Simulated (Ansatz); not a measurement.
We consider cubic perovskite BaZrO3, described by PBE (Ansatz, a program for electronic structure, plane waves, PAW).

Numerical settings: plane-wave cutoff 520 eV, 6×6×6 k mesh, scalar-relativistic PAW data made under PBE.

Cell (relaxed at this level):

```cif
data_BaO3Zr
_chemical_formula_sum 'Ba1 Zr1 O3'
_space_group_name_H-M_alt 'P 1'
_space_group_IT_number 1
_cell_length_a 4.22721
_cell_length_b 4.22721
_cell_length_c 4.22721
_cell_angle_alpha 90.000
_cell_angle_beta 90.000
_cell_angle_gamma 90.000
loop_
_space_group_symop_operation_xyz
  'x, y, z'
loop_
_atom_site_label
_atom_site_type_symbol
_atom_site_fract_x
_atom_site_fract_y
_atom_site_fract_z
_atom_site_occupancy
Ba1 Ba 0.00000 0.00000 0.00000 1
Zr1 Zr 0.50000 0.50000 0.50000 1
O1 O 0.50000 0.00000 0.50000 1
O2 O 0.00000 0.50000 0.50000 1
O3 O 0.50000 0.50000 0.00000 1
```

Task: Estimate the elastic constant C11, Voigt–Reuss–Hill bulk modulus, elastic constant C44 and elastic constant C12 that the calculation returns.

Result: 
- elastic constant C11 = 291 GPa
- Voigt–Reuss–Hill bulk modulus = 150 GPa
- elastic constant C44 = 83.5 GPa
- elastic constant C12 = 79.1 GPa

Elastic constants are with the ions relaxed.

Spin–orbit coupling is not included.

Static lattice: no zero-point or thermal effects.

It cost very roughly 60 core-seconds of CPU time.
